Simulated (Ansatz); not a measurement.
Take BN in the wurtzite structure (space group P6_3mc, No. 186; a = 2.555 Å, c = 4.225 Å) as the base. Axes: x lies along a and z along c of the hexagonal cell.

Calculations: DFT with PBE, PAW potentials and a 420 eV plane-wave cutoff in Ansatz (a quantum-chemistry and plane-wave program), no spin-orbit coupling.

Base values:

| Property | Value |
|---|---|
| Valence-band top at Γ | 0.00, 0.00, -0.26 eV |

Modification: tensile biaxial strain of 3.00 % in the plane normal to [001], as in epitaxy on a mismatched substrate; the out-of-plane cell vector and the atoms relax.

### Question
How does this affect the valence-band top at Γ and in-plane stress?

### Answer
The valence-band top at Γ (three highest levels, from the VBM) goes from 0.00, 0.00, -0.26 eV to 0.00, 0.00, -0.17 eV; the mean in-plane stress (compression positive) amounts to -27.2 GPa.

The levels and masses belong to the bands next to the band gap. No phonon test of stability was made.
